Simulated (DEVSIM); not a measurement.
# abrupt GaP p-n junction

System: abrupt GaP p-n junction, at 300 K.

```csv
layer (left to right),material,thickness (μm),Nd (cm⁻³),Na (cm⁻³),τn (s),τp (s)
1,GaP,2.70,-,2e15,8.4e-7,8.4e-7
2,GaP,1.50,4.1e15,-,8.4e-7,8.4e-7
```

Left contact: ohmic. Right contact: ohmic. Voltage is applied to the left contact. Recombination: SRH at mid-gap, Auger. Mobility is μmin + (μ − μmin)/(1 + (N/Nref)^α).

The device is made up for the run: typed textbook-type constants, with dimensions and the other settings drawn at random. Values at 300 K.

| parameter | GaP |
|---|---|
| gap (eV) | 2.26 |
| affinity (eV) | 3.8 |
| permittivity | 11.1 |
| Nc (cm⁻³) | 1.8e19 |
| Nv (cm⁻³) | 1.9e19 |
| μn (cm²/Vs) | 250 |
| μp (cm²/Vs) | 150 |
| μn,min | 10 |
| μp,min | 10 |
| Nref,n | 4.4e18 |
| Nref,p | 1e18 |
| αn | 0.8 |
| αp | 0.85 |
| Cn (cm⁶/s) | 1e-30 |
| Cp (cm⁶/s) | 1e-30 |

Model (solved in DEVSIM): 1D drift-diffusion, Boltzmann statistics, complete ionisation; no tunnelling, impact ionisation, image-force lowering or self-heating.

```
Item                                                Value
---------------------------------------------  ----------
Potential step across the device at zero bias     1.806 V
Largest field in the device at zero bias       28000 V/cm
Dark forward voltage at 1 A/cm²                   1.727 V
Dark forward voltage at 100 A/cm²                 1.973 V
```

Small-signal capacitance in reverse bias (quasi-static):

```csv
V (V),C (nF/cm²)
-0.2,7.36
-0.5,6.85
-1,6.20
-1.5,5.70
-2,5.31
-3,4.72
-4,4.29
-5,3.96
-6.5,3.58
-8,3.29
-10,3.00
```

Dark forward current:

| V (V) | J (A/cm²) |
|---|---|
| 0.50 | 1.2e-14 |
| 0.75 | 1.7e-12 |
| 0.85 | 1.2e-11 |
| 0.90 | 3.3e-11 |
| 1.00 | 2.4e-10 |
| 1.10 | 1.8e-9 |
| 1.20 | 1.6e-8 |
| 1.30 | 1.9e-7 |
| 1.40 | 5.0e-6 |
| 1.45 | 3.1e-5 |
| 1.55 | 0.0013 |
| 1.65 | 0.061 |
| 1.75 | 2.3 |
| 1.85 | 24 |
| 1.90 | 48 |
| 2.00 | 130 |
| 2.10 | 240 |
| 2.20 | 380 |
| 2.30 | 540 |
| 2.35 | 630 |
| 2.45 | 820 |
| 2.55 | 1000 |
| 2.65 | 1200 |
| 2.75 | 1400 |
| 2.85 | 1600 |
| 2.90 | 1700 |
| 3.00 | 1800 |
| 3.10 | 2000 |
